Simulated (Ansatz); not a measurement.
## Defect calculation: V_Al+O_N in wurtzite AlN

The numbers are results of PBE, PAW (plane waves to 420 eV; Ansatz, a program for electronic structure), not measurements. Cell: 192 sites, 4×2×3 repeats of a cell of 8 atoms; final energies on a 2×2×1 shifted mesh. Sites at the start: the Al site; N 1.91 Å away, along c. Finite-size correction: monopole term and site-potential alignment. Dielectric constants: PBE linear response of the host. Host gap at this level: 4.03 eV. A cell of this size leaves errors of a few tenths of an eV. Levels are measured in PBE's own, too narrow, gap. Spin–orbit coupling is left out. Each state is the lowest found from its start.

Formation energies E_f are given with the Fermi level at the valence-band maximum. Chemical conditions: Al-rich (Δμ(Al) = 0.00 eV, Δμ(N) = -2.74 eV, Δμ(O) = -4.96 eV, bounded by corundum; only phases computed here count, gases as isolated molecules at 0 K); N-rich (Δμ(Al) = -2.74 eV, Δμ(N) = 0.00 eV, Δμ(O) = -3.14 eV, bounded by corundum; only phases computed here count, gases as isolated molecules at 0 K). Reference phases: Al: fcc Al, N: N2 molecule in a box, O: O2 molecule in a box.

The name describes the start; the neighbours show where the atoms ended.

Charges with a result: +1, 0, −1, −2. Others weren't obtained, and one of them could lie lower, also by skipping a charge.

```csv
charge,moment (μB),largest move off a lattice site (Å),neighbours of the last O atom of the defect at the end (Å),image correction with alignment (eV),"E_f, Al-rich (eV)","E_f, N-rich (eV)",above the lowest spin state (eV)
+1,3.0,0.27,"Al 1.86, Al 1.86, Al 1.86, Al 2.90, N 2.92, N 2.92, N 2.93",0.07,6.46,4.64,0.00
+1,3.0,0.27,"Al 1.86, Al 1.86, Al 1.86, Al 2.90, N 2.92, N 2.92, N 2.93",0.07,6.46,4.64,0.00
0,2.0,0.26,"Al 1.85, Al 1.85, Al 1.85, Al 2.84, N 2.90, N 2.90, N 2.90",0.00,6.59,4.77,0.00
0,not spin-polarised,0.26,"Al 1.85, Al 1.85, Al 1.85, Al 2.84, N 2.90, N 2.90, N 2.90",0.00,7.09,5.27,0.50
−1,1.0,0.27,"Al 1.84, Al 1.84, Al 1.84, Al 2.81, N 2.88, N 2.88, N 2.88",0.27,7.73,5.90,0.00
−1,1.0,0.27,"Al 1.84, Al 1.84, Al 1.84, Al 2.81, N 2.88, N 2.88, N 2.88",0.27,7.73,5.90,0.00
−2,0.0,0.28,"Al 1.83, Al 1.84, Al 1.84, Al 2.78, N 2.87, N 2.87, N 2.87",0.87,9.49,7.67,0.00
−2,not spin-polarised,0.28,"Al 1.83, Al 1.84, Al 1.84, Al 2.78, N 2.87, N 2.87, N 2.87",0.87,9.49,7.67,0.00
```

Starting moments that weren't kept: charge +1 began with 1 μB and ended with 3.0; charge −1 began with 3 μB and ended with 1.0; charge −2 began with 2 μB and ended with 0.0.

Transition levels above the valence-band maximum: ε(+1/0) = 0.13 eV; ε(0/−1) = 1.13 eV; ε(−1/−2) = 1.76 eV. On the lower envelope of the bound states, inside the gap: (+1/0) at 0.13 eV; (0/−1) at 1.13 eV; (−1/−2) at 1.76 eV.

Flagged in the runs: a host whose relaxation on this sampling wasn't shown to rest.

All states together cost about 3 core-hours (a rough figure).
